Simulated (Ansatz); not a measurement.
Input and output of a self-consistent single point for Ta2Si (Fmm2, 6 atoms in the cell) (Ansatz, a quantum-chemistry and plane-wave program).

Method of the run: LDA (PW92), default PAW files made with PBE (plane waves; Ansatz).

```
Ta2Si
1.0
   -3.07850     3.07850     2.51607
    3.07850    -3.07850     2.51607
    3.07850     3.07850    -2.51607
Ta Si
4 2
Direct
  0.66359   0.83641   0.50000
  0.33641   0.16359   0.50000
  0.84215   0.34215   0.18430
  0.16359   0.66359   0.82718
  0.25000   0.25000   0.00000
  0.75000   0.75000   0.00000
```

Reference input (self-consistent single point, DFT, LDA (PW92), plane waves, default PAW files made with PBE): basis.ecutwfc = 30.9 Ry; kpoints.mp_grid.grid = 7 7 7; hamiltonian.xc = lda; hamiltonian.pseudopotentials = {kind: paw} (the program's default PAW files); scf.occupations.method = gaussian; scf.occupations.width = 0.0073 Ry. This run's input differs from it in these lines:

Ansatz 0.2 input:
```diff
@@ -15,3 +15,3 @@
 kpoints:
-  mp_grid: { grid: [7, 7, 7] }
+  mp_grid: { grid: [12, 12, 12] }
 hamiltonian:
@@ -20,3 +20,3 @@
 scf:
-  occupations: { method: gaussian, width: 0.0073 Ry }
+  occupations: { method: methfessel_paxton, width: 0.0007 Ry }
 output:
```

The program printed (abridged):

```
SCF iter   1: F=—  HF=-39951.199211 eV  |F-HF|=—  |Δ(HF+E_count)|=         —  Δρ=5.21e-3  dr2=1.94e-2  ethr=1.77e-3  ⟨swp⟩=6.3  Hψ=44095  notcnv=0
all-band conjugate gradients solve this SCF's bands
preconditioner: auto → Kerker (q_TF=auto, 2.525 Å⁻¹)
SCF iter   2: F=—  HF=-39951.196274 eV  |F-HF|=—  |Δ(HF+E_count)|=   2.94e-3  S|Δr|=    0.00e0  Δρ=3.06e-3  dr2=5.98e-3  ethr=3.23e-5  ⟨swp⟩=2.4  Hψ=14723  notcnv=0  defer=413
SCF iter   3: F=—  HF=-39951.195154 eV  |F-HF|=—  |Δ(HF+E_count)|=   1.12e-3  S|Δr|=    0.00e0  Δρ=4.77e-4  dr2=2.37e-4  ethr=9.96e-6  ⟨swp⟩=2.6  Hψ=13605  notcnv=0  defer=448
SCF iter   4: F=—  HF=-39951.195103 eV  |F-HF|=—  |Δ(HF+E_count)|=   5.10e-5  S|Δr|=    0.00e0  Δρ=1.19e-4  dr2=1.97e-5  ethr=3.96e-7  ⟨swp⟩=2.0  Hψ=13504  notcnv=0  defer=448
SCF iter   5: F=—  HF=-39951.195094 eV  |F-HF|=—  |Δ(HF+E_count)|=   8.88e-6  S|Δr|=    0.00e0  Δρ=4.39e-5  dr2=1.21e-6  ethr=3.28e-8  ⟨swp⟩=2.0  Hψ=12432  notcnv=0  defer=448
SCF iter   6: F=-39951.195094 eV  HF=-39951.195094 eV  |F-HF|=2.44e-8  |Δ(HF+E_count)|=   2.10e-7  S|Δr|=    0.00e0  Δρ=5.63e-6  dr2=3.66e-8  ethr=1.67e-10  ⟨swp⟩=8.1  Hψ=45586  notcnv=0
SCF 1 converged in 6 iterations: F = -39951.195094 eV  dr2 = 3.66e-8
Stability not checked (fill_not_monotonic)
Free energy (F): -39951.195094 eV
Internal energy: -39951.195029 eV  (E = F + TS)
E sigma→0 (E₀):  -39951.195077 eV
Entropy (-TS):   -0.000064 eV (-0.011 meV/atom)
Fermi energy:    17.428448 eV
--- Forces (eV/Å), atoms counted from 1 ---
  atom   1  Ta     0.06335270    -0.00169230     0.00000000
  atom   2  Ta    -0.00169230     0.06335270     0.00000000
  atom   3  Ta    -0.35140289    -0.35140289     0.00000000
  atom   4  Ta     0.18954675     0.18954675     0.00000000
  atom   5  Si     0.05009742     0.05009742     0.00000000
  atom   6  Si     0.05009742     0.05009742    -0.00000000
--- Stress (GPa, compression-positive) ---
       -6.417356       0.656721       0.000000
        0.656721      -6.417356       0.000000
        0.000000       0.000000      -4.828747
  P = ⅓ Tr σ = -5.8878 GPa (-58.878 kbar)
  The stress holds the Pulay correction. Without it, at fixed plane waves, as pw.x and ABINIT print it: P = -5.9364 GPa
```

The run converged in 6 iterations. Against the reference run the free energy rises by 1.3 meV/atom, the pressure moves little (-5.85 to -5.89 GPa) and the largest force goes from 0.467 to 0.497 eV/Å.

The starting cell comes from a database of computed structures (which also holds hypothetical and non-ambient phases and stackings), without a prior relaxation at this level. Its lattice was rescaled by up to half a per cent. One atom was moved a little off its site on purpose. Spin polarisation is off. With a pressure of about -6 GPa the cell is away from its equilibrium volume at this level. Ansatz's pressure includes its estimate of the finite-basis (Pulay) stress.

Cost on one core of a shared machine: roughly 70 s.
